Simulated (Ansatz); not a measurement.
Crystal: CsLiBr2 (P4/nmm, not sure to be the ambient phase, 8 atoms a cell, 33.3 Å³ an atom); planes in its conventional cell.

These are r2SCAN (plane waves, PAW; Ansatz, a first-principles code) values and carry that method's errors.

The gap is the functional's own. No spin-orbit coupling. Mid-gap values are interpolated on the energy grid.

| plane | area of the cell (Å²) | mid-gap κ (1/Å) | largest κ in the gap (1/Å) |
|---|---|---|---|
| (100) | 51.5 | 0.38 | 0.39 |
| (110) | 72.8 | [?] | [?] |
| (111) | 77.6 | [?] | [?] |

Problem. The slowest decay depends on the direction. Supply the withheld values.

Solution. 
- (110), mid-gap κ (1/Å): 0.33
- (110), largest κ in the gap (1/Å): 0.33
- (111), mid-gap κ (1/Å): 0.34
- (111), largest κ in the gap (1/Å): 0.34
